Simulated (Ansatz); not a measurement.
# rock-salt TiN (0 0 1) on beta Ga2O3 (1 0 0) (film strained to the substrate, faces as cut)

A periodic stack without vacuum, rock-salt TiN (0 0 1) on beta Ga2O3 (1 0 0) (film strained to the substrate, faces as cut): substrate slab Ga16O24, film N12Ti12, surface cells [[0, 1], [-1, 0]] and [[-2, 0], [-1, -1]], film strained by -2.1 and +2.7 %, faces GaO/GaO and NTi/NTi as cut (like faces can put a slab off its formula).

The start was prepared with a machine-learned potential, and the result is one local minimum, with the in-plane cell held and forces under 0.04 eV/Å; the film can end far from its bulk form.

Level of theory: PBE (plane waves to 420 eV, PAW; Ansatz, an electronic-structure program). Scalar-relativistic, without spin–orbit coupling; the runs are not spin-polarised; PBE gaps are too small against experiment. Its k-point mesh 5×8×1, Fermi–Dirac width 0.05 eV.

interface area: 18.1 Å²
period: 37.15 Å
gaps between the outermost planes at the two interfaces: 2.01 and 2.01 Å
Ga–Ti contacts across the interfaces within 1.22 times the sum of covalent radii: 8, mean 3.17 Å
O–Ti contacts across the interfaces within 1.22 times the sum of covalent radii: 4, mean 2.19 Å
Ga–N contacts across the interfaces within 1.22 times the sum of covalent radii: 2, mean 2.15 Å
estimate of the barrier: withheld, since the Fermi level falls at or inside a band of the host, which a slab this thin can't settle

```
CELL_PARAMETERS angstrom
      5.87725     0.00000    -0.07734
      0.00003     3.08342     0.00019
     -2.45490     0.00295    37.18311
ATOMIC_POSITIONS crystal
  Ga 0.94023 0.12451 0.27511
  Ga 0.57990 0.62519 0.05367
  Ga 0.43670 0.62427 0.29754
  Ga 0.06712 0.12547 0.03014
  O  0.23005 0.12433 0.29902
  O  0.29363 0.62537 0.02665
  O  0.68164 0.12455 0.30242
  O  0.83841 0.62538 0.02636
  O  0.59894 0.12516 0.08109
  O  0.91832 0.62455 0.24691
  Ga 0.10850 0.62532 0.11164
  Ga 0.41165 0.12440 0.21653
  Ga 0.60516 0.12546 0.13474
  Ga 0.91656 0.62423 0.19414
  O  0.39825 0.62544 0.13540
  O  0.12264 0.12430 0.19202
  O  0.84989 0.62445 0.13869
  O  0.67042 0.12534 0.18888
  O  0.43439 0.62445 0.24444
  O  0.09067 0.12529 0.08284
  Ga 0.60252 0.12501 0.60105
  Ga 0.24285 0.62460 0.37960
  Ga 0.11534 0.62524 0.62455
  Ga 0.74640 0.12464 0.35717
  O  0.88899 0.12505 0.62806
  O  0.95300 0.62465 0.35569
  O  0.34415 0.12505 0.62835
  O  0.50143 0.62449 0.35229
  O  0.26477 0.12461 0.40779
  O  0.58402 0.62501 0.57363
  Ga 0.77122 0.62449 0.43818
  Ga 0.07438 0.12501 0.54305
  Ga 0.26631 0.12439 0.46056
  Ga 0.57768 0.62514 0.51997
  O  0.06027 0.62442 0.46268
  O  0.78462 0.12516 0.51929
  O  0.51248 0.62494 0.46583
  O  0.33301 0.12470 0.51601
  O  0.09237 0.62500 0.57185
  O  0.74870 0.12452 0.41027
  N  0.42278 0.12520 0.74176
  N  0.92384 0.12520 0.74175
  N  0.14348 0.62510 0.68257
  N  0.64493 0.62513 0.68472
  N  0.48024 0.12534 0.85517
  N  0.98051 0.12533 0.85567
  N  0.20203 0.62523 0.79905
  N  0.70231 0.62523 0.79955
  N  0.53765 0.12535 0.96999
  N  0.03909 0.12534 0.97216
  N  0.25871 0.62536 0.91296
  N  0.75978 0.62535 0.91296
  Ti 0.17385 0.62517 0.74202
  Ti 0.67326 0.62521 0.74244
  Ti 0.40484 0.12522 0.68697
  Ti 0.88673 0.12520 0.68696
  Ti 0.23060 0.62531 0.85663
  Ti 0.73141 0.62534 0.85668
  Ti 0.45114 0.12523 0.79804
  Ti 0.95194 0.12522 0.79809
  Ti 0.29585 0.62535 0.96776
  Ti 0.77771 0.62534 0.96774
  Ti 0.50929 0.12533 0.91227
  Ti 0.00871 0.12536 0.91270
```
